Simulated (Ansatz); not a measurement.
Base system: Ir in the fcc (Cu type) structure (space group Fm-3m, No. 225; a = 3.8450 Å; relaxed with 0.1 eV smearing).

Method: r2SCAN, PAW, 500 eV (Ansatz, a quantum-chemistry and plane-wave program; no spin-orbit coupling).

Before the change:

| Property | Value |
|---|---|
| Pressure | 0.0 GPa |

Perturbation: every lattice vector is stretched by 2.00 %, atoms relaxed at fixed cell.

Task: How does this affect the energy relative to the base and pressure?

Result: The energy grows by 55 meV/atom; the pressure goes from zero to -19.2 GPa.

The cells carry an imposed strain or load. Whether these cells are dynamically stable was not tested. The final runs are not spin-polarised.
